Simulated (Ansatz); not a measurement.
Results of PBE-D3(BJ) (plane waves, PAW; Ansatz, a quantum-chemistry and plane-wave program) for hexagonal WC.

Numerical settings: plane-wave cutoff 520 eV, 24×24×22 k mesh (along the axes of the cell as run), Fermi–Dirac smearing 0.054 eV (set by the program), no spin polarisation, scalar-relativistic PAW data made under PBE.

Cell (relaxed at this level):

```
CELL_PARAMETERS angstrom
      2.90233     0.00000     0.00000
     -1.45117     2.51349     0.00000
      0.00000     0.00000     2.83207
ATOMIC_POSITIONS crystal
  W  0.00000 0.00000 0.00000
  C  0.33333 0.66667 0.50000
```

Give the computed elastic constant C33, Young modulus, elastic constant C44, Voigt–Reuss–Hill bulk modulus, elastic constant C11, elastic constant C12, elastic constant C13 and elastic constant C66.


- elastic constant C33 = 976 GPa
- Young modulus = 714 GPa
- elastic constant C44 = 319 GPa
- Voigt–Reuss–Hill bulk modulus = 401 GPa
- elastic constant C11 = 732 GPa
- elastic constant C12 = 235 GPa
- elastic constant C13 = 178 GPa
- elastic constant C66 = 249 GPa

Note: the dispersion coefficients are held fixed in the derivatives.

Elastic constants are with the ions relaxed.

Spin–orbit coupling is not included.

Computed values are for the static lattice.

It cost around 28 core-minutes (rough) of CPU time.
